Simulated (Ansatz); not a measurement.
The starting structures come from a database of crystals and need not be the phases stable at ambient conditions.

 Where the default PAW files enter, the runs use the earlier of Ansatz's two default sets.

Here is the system:

```
CELL_PARAMETERS angstrom
      3.84085     0.00000     0.00000
      0.00000     3.87416     0.00000
      0.00000     0.00000    13.03732
ATOMIC_POSITIONS crystal
  Ta 0.00000 0.02271 0.14580
  Ta 0.00000 0.02271 0.85420
  Ta 0.50000 0.97729 0.35420
  Ta 0.50000 0.97729 0.64580
  O  0.50000 0.00206 0.18523
  O  0.50000 0.00206 0.81477
  O  0.00000 0.99794 0.31477
  O  0.00000 0.99794 0.68523
  O  0.00000 0.50765 0.85107
  O  0.00000 0.50765 0.14893
  O  0.50000 0.49235 0.64893
  O  0.50000 0.49235 0.35107
  O  0.50000 0.99500 0.50000
  O  0.00000 0.00500 0.00000
```

Space group of this cell: Pmmn. The cell is taken as given; by r2SCAN its mean pressure is -1.1 GPa.

Transport runs along the normal of the first two printed cell vectors.

The gap is the functional's own. No spin-orbit coupling. Mid-gap values are interpolated on the energy grid.

### Question
Predict the band gap and the smallest decay constant κ at mid-gap from r2SCAN in Ansatz (a quantum-chemistry and plane-wave program).

### Answer
Gap 2.81 eV on a 8×8×4 mesh; κ = 0.351 1/Å, at (0.500, 0.500) of the in-plane reciprocal vectors. At the zone centre, at the nearest computed energy, the slowest state has κ = 0.49 1/Å.
